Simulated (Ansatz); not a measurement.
System: C (model structure, P4₁2₁2, No. 92, 12 atoms in the cell). Method: r²SCAN (Ansatz, a quantum-chemistry and plane-wave program, plane waves, PAW).

Numerical settings: plane-wave cutoff 560 eV, 14×14×12 k mesh (along the axes of the cell as run), Fermi–Dirac smearing 0.05 eV, scalar-relativistic PAW data made under PBE.

Cell (relaxed with PBEsol):

```yaml
crystal:
  lattice:
    - [3.78291, 0.00000, 0.00000]
    - [0.00000, 3.78291, 0.00000]
    - [0.00000, 0.00000, 4.64866]
  atoms:
    - { symbol: C, position: [0.92422, 0.07578, 0.75000] }
    - { symbol: C, position: [0.42422, 0.42422, 0.00000] }
    - { symbol: C, position: [0.07578, 0.92422, 0.25000] }
    - { symbol: C, position: [0.57578, 0.57578, 0.50000] }
    - { symbol: C, position: [0.62073, 0.16661, 0.53265] }
    - { symbol: C, position: [0.33339, 0.12073, 0.78265] }
    - { symbol: C, position: [0.37927, 0.83339, 0.03265] }
    - { symbol: C, position: [0.66661, 0.87927, 0.28265] }
    - { symbol: C, position: [0.12073, 0.33339, 0.21735] }
    - { symbol: C, position: [0.83339, 0.37927, 0.96735] }
    - { symbol: C, position: [0.87927, 0.66661, 0.71735] }
    - { symbol: C, position: [0.16661, 0.62073, 0.46735] }
```

Q: Estimate the band gap that the calculation returns.

A: 
- band gap: 5.39 eV (on the SCF k mesh)

Note: the relaxation could raise the start's symmetry but not lower it, so the cell can be a saddle point; cell and atoms aren't relaxed at this level (largest force component 0.08 eV/Å, pressure 4.6 GPa).

A model structure was made by putting elements into a prototype or built by hand; it is no filed structure, need not be a known phase, and can be a saddle point held by its symmetry.
